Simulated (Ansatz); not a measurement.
Start from BiSb in the zinc blende structure (space group F-43m, No. 216; a hypothetical phase, not in the database extracts checked; relaxed with 0.1 eV smearing).

```yaml
crystal:
  lattice:
    - [0.00000, 3.54565, 3.54565]
    - [3.54565, 0.00000, 3.54565]
    - [3.54565, 3.54565, 0.00000]
  atoms:
    - { symbol: Sb, position: [0.75000, 0.75000, 0.75000] }
    - { symbol: Bi, position: [0.00000, 0.00000, 0.00000] }
```

Cartesian axes are those of the cell as printed.

All numbers come from r2SCAN (Ansatz, a program for electronic structure; PAW; 500 eV plane waves; without spin-orbit coupling).

Before the change:

The volume per atom comes out as 44.57 Å³.

It is then changed as follows: biaxial strain −2.32 %, plane normal [111], relaxed out of plane (Cartesian); in-plane vectors clamped, the third vector and the atoms free.

Question: Estimate the effect on the energy relative to the base.

Answer: The energy decreases by 20 meV/atom.

Question: How does this affect the volume per atom?

Answer: The volume per atom rises by 1.68 Å³ (44.57 Å³ → 46.25 Å³).

No phonon test of stability was made. The final runs are not spin-polarised. Under biaxial strain −2.32 %, plane normal [111], relaxed out of plane the cell ends below the base's energy or with stress of the wrong sign: the atoms slid into a distortion or the cell is elastically unstable, so the base is not a stable minimum at this level.
